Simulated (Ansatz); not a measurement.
## The (100) surface of rock-salt TiN (in the relaxation 1 S–Ti bonds broke), S on half the N sites of the top plane, c(2x2) (bottom of the slab: a bare face, its two planes held)

The numbers are results of PBE (plane waves to 420 eV, PAW; Ansatz, a program for electronic structure), not measurements.

Model: 24-atom slab, 10.7 Å thick at the start with caps and adatoms (thin: gaps and levels are the slab's own), 9x9x1 mesh, Fermi-Dirac 0.1 eV, dipole correction, 8 atoms held, the rest relaxed; held to the start's symmetry, so lower structures may exist; no spin, no spin-orbit, no U. It is one candidate, not shown to be the stable structure of the face.

```yaml
work_function_of_the_top_face: 4.28 eV
energy_released_by_relaxation: 3.46 eV
cost: about 7 core-minutes (a rough figure)
```
